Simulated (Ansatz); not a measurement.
**How far PBE-D3(BJ) and PBEsol-D3(BJ) part for MoS2, biaxial strain −3.39 %, plane normal [001], relaxed out of plane**

Base system: MoS₂ in the 3R-MoS2 type structure (space group R3m, No. 160; layered, stacked along the Cartesian z axis).

```yaml
crystal:
  lattice:
    - [1.57655, 0.91022, 5.99710]
    - [-1.57655, 0.91022, 5.99710]
    - [0.00000, -1.82045, 5.99710]
  atoms:
    - { symbol: Mo, position: [0.00002, 0.00002, 0.00002] }
    - { symbol: S, position: [0.75355, 0.75355, 0.75355] }
    - { symbol: S, position: [0.57974, 0.57974, 0.57974] }
```

Cartesian axes are those of the cell as printed.

(Cell as relaxed with PBE-D3(BJ).)

Levels (all Ansatz, a quantum-chemistry and plane-wave program, PAW): PBE-D3(BJ) (420 eV, without spin-orbit coupling); PBEsol-D3(BJ) (420 eV, scalar-relativistic without spin-orbit coupling).

Each level relaxes its own structure.

```json
[
 {"base": "volume per atom", "PBE-D3(BJ)": "17.21 Å³", "PBEsol-D3(BJ)": "16.21 Å³"},
 {"base": "lattice parameter a", "PBE-D3(BJ)": "3.153 Å", "PBEsol-D3(BJ)": "3.116 Å"},
 {"base": "band gap", "PBE-D3(BJ)": "0.77 eV", "PBEsol-D3(BJ)": "0.50 eV"}
]
```

Now apply this change: compressive biaxial strain of 3.39 % in the plane normal to [001], as in epitaxy on a mismatched substrate; the out-of-plane cell vector and the atoms relax.

```json
[
 {"quantity": "hole mass", "PBE-D3(BJ)": "0.79 mₑ along k, 1.0 mₑ across (at T)", "PBEsol-D3(BJ)": "[?]"},
 {"quantity": "smallest direct gap", "PBE-D3(BJ)": "2.03 eV", "PBEsol-D3(BJ)": "[?]"},
 {"quantity": "energy relative to the base (free energy F)", "PBE-D3(BJ)": "+37 meV/atom", "PBEsol-D3(BJ)": "[?]"},
 {"quantity": "band gap", "PBE-D3(BJ)": "0.90 eV", "PBEsol-D3(BJ)": "[?]"},
 {"quantity": "out-of-plane strain", "PBE-D3(BJ)": "+1.89 %", "PBEsol-D3(BJ)": "[?]"}
]
```

### Question
What does PBEsol-D3(BJ) give?

### Answer

- hole mass, PBEsol-D3(BJ): 0.85 mₑ along k, 0.79 mₑ across (at T)
- smallest direct gap, PBEsol-D3(BJ): 1.87 eV
- energy relative to the base (free energy F), PBEsol-D3(BJ): +38 meV/atom
- band gap, PBEsol-D3(BJ): 0.61 eV
- out-of-plane strain, PBEsol-D3(BJ): +2.00 %

PBE-D3(BJ)'s smallest direct gap lies 0.16 eV above PBEsol-D3(BJ)'s; PBE-D3(BJ)'s energy relative to the base lies 1.0 meV/atom below PBEsol-D3(BJ)'s; PBE-D3(BJ)'s band gap lies 0.29 eV above PBEsol-D3(BJ)'s; PBE-D3(BJ)'s out-of-plane strain lies 0.11 % below PBEsol-D3(BJ)'s. Neither level is exact; PBEsol-D3(BJ) is the comparison here, not a measurement.

Effective masses come from finite differences of ±0.01 Å⁻¹. Along k means along the line from Γ to the band edge. No phonon test of stability was made.
